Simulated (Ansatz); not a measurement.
Results of HSE06 (plane waves, PAW; Ansatz, a first-principles code) for Pb2TeSe (R-3m, No. 166, 4 atoms in the cell; start mp-1217291).

Run with plane-wave cutoff 460 eV, 6×6×6 k mesh, Fermi–Dirac smearing 0.01 eV, scalar-relativistic PAW data made under PBE.

Cell (relaxed with PBEsol):

Space group R-3m, hexagonal axes (No. 166); a = b = 4.4350 Å, c = 21.7095 Å, α = β = 90.00°, γ = 120.00°

```tsv
atom	site	symmetry	x	y	z
Te	3b	-3m	0.0000	0.0000	0.5000
Pb	6c	3m	0.0000	0.0000	0.2555
Se	3a	-3m	0.0000	0.0000	0.0000
```
(The calculation used a cell of 4 atoms; values per cell refer to that cell.)

Problem. Estimate the band gap and Γ–Γ gap that the calculation returns.

Solution. 
- band gap: 0.88 eV (on the SCF k mesh)
- Γ–Γ gap: 0.95 eV

Note: cell and atoms aren't relaxed at this level (largest force component 0.03 eV/Å, pressure 1.7 GPa).

Spin–orbit coupling is not included; with these elements it can move the gap by several tenths of an eV or more.

A start named mp-… is a Materials Project structure, which need not be a measured phase.
